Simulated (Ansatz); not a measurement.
Given:

End structure of a constructed model of the (0001) surface of hcp Ti, a pseudomorphic layer of Cu in the host's stacking (bottom of the slab: a bare face, its two planes held):

```
CELL_PARAMETERS angstrom
      2.93864     0.00000     0.00000
     -1.46932     2.54493     0.00000
      0.00000     0.00000    30.50000
ATOMIC_POSITIONS crystal
  Ti 0.66667 0.33333 0.26801
  Ti 0.33333 0.66667 0.34427
  Ti 0.66667 0.33333 0.42150
  Ti 0.33333 0.66667 0.49767
  Ti 0.66667 0.33333 0.57469
  Ti 0.33333 0.66667 0.64910
  Cu 0.66667 0.33333 0.71480
```

Slab: 7 atoms, 14.2 Å thick at the start; k 15x15x1, smearing 0.1 eV, dipole-corrected; 2 atoms held, the rest relaxed; symmetry of the start imposed; no spin, no spin-orbit, no U. It is one candidate, not shown to be the stable structure of the face.

**Question.** Estimate the work function of the top face that PBE in Ansatz (an electronic-structure program) returns for this input.

**Answer.** 3.73 eV
